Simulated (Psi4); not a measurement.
Psi4 1.11, B3LYP/def2-svpd: Mg(OMe)(fmdH) (C[O][Mg]1[NH]C=[NH]->1), 12 atoms. The geometry is a generated start, not checked to be a minimum at this level.

```yaml
task: energy
method: b3lyp
basis: def2-svpd
memory: 3 GB
maxiter: 100
keys_of_the_molecule_block: symmetry c1
scf_type: df (default)
e_convergence: 1e-06 (default)
d_convergence: 1e-06 (default)
dft_radial_points: 75 (default)
dft_spherical_points: 302 (default)
basis_functions: 172
grid_points: 258903
```

```xyz
12

Mg     0.4190    -0.1400    -0.0465
O     -0.6733    -0.5462    -1.2583
C     -1.7025    -0.7639    -2.1579
H     -2.3809     0.1004    -2.1946
H     -1.2962    -0.9260    -3.1668
H     -2.2871    -1.6482    -1.8738
C      1.3561     0.6819     1.8510
N      0.8708    -0.5213     1.8248
N      1.2982     1.4032     0.7726
H      1.8087     1.0841     2.7639
H      0.9176    -1.0643     2.6733
H      1.6696     2.3403     0.8122
```

With the defaults (diis = true, scf_initial_accelerator = adiis, damping_percentage = 0, diis_max_vecs = 10, guess = auto, which took SAD, level_shift = 0, level_shift_cutoff = 0.01, diis_start = 1, soscf = false, soscf_start_convergence = 0.01) it converges in 11 SCF iterations. One run each on 2 threads, with these changes:
- diis = false, scf_initial_accelerator = none, damping_percentage = 60
- level_shift = 0.1, level_shift_cutoff = 0.001
- diis_start = 4
- guess = modhuckel
- scf_initial_accelerator = ediis
- guess = sadno
- soscf = true, soscf_start_convergence = 0.001
- level_shift = 0.5, level_shift_cutoff = 0.001
- diis_max_vecs = 3

### Question
Which of these changes keep the SCF from converging, or lead it to another solution?

### Answer
No convergence: diis = false, scf_initial_accelerator = none, damping_percentage = 60 (the run ends without SCF convergence in 100 iterations). The rest reach the solution of the defaults.

```json
[
 {"setting": "soscf = true, soscf_start_convergence = 0.001", "SCF iterations": "8", "JK calls": "19", "end": "same solution"},
 {"setting": "level_shift = 0.5, level_shift_cutoff = 0.001", "SCF iterations": "9", "JK calls": "10", "end": "same solution"},
 {"setting": "guess = modhuckel", "SCF iterations": "10", "JK calls": "39", "end": "same solution"},
 {"setting": "level_shift = 0.1, level_shift_cutoff = 0.001", "SCF iterations": "10", "JK calls": "11", "end": "same solution"},
 {"setting": "guess = sadno", "SCF iterations": "10", "JK calls": "10", "end": "same solution"},
 {"setting": "the defaults", "SCF iterations": "11", "JK calls": "12", "end": "same solution"},
 {"setting": "scf_initial_accelerator = ediis", "SCF iterations": "11", "JK calls": "12", "end": "same solution"},
 {"setting": "diis_max_vecs = 3", "SCF iterations": "17", "JK calls": "18", "end": "same solution"},
 {"setting": "diis_start = 4", "SCF iterations": "18", "JK calls": "19", "end": "same solution"},
 {"setting": "diis = false, scf_initial_accelerator = none, damping_percentage = 60", "SCF iterations": "100", "JK calls": "101", "end": "no convergence"}
]
```

An SOSCF iteration holds several JK calls; a Hückel guess adds calls on atoms. 1 further run of the study ended by our limits or in an error and is left out.
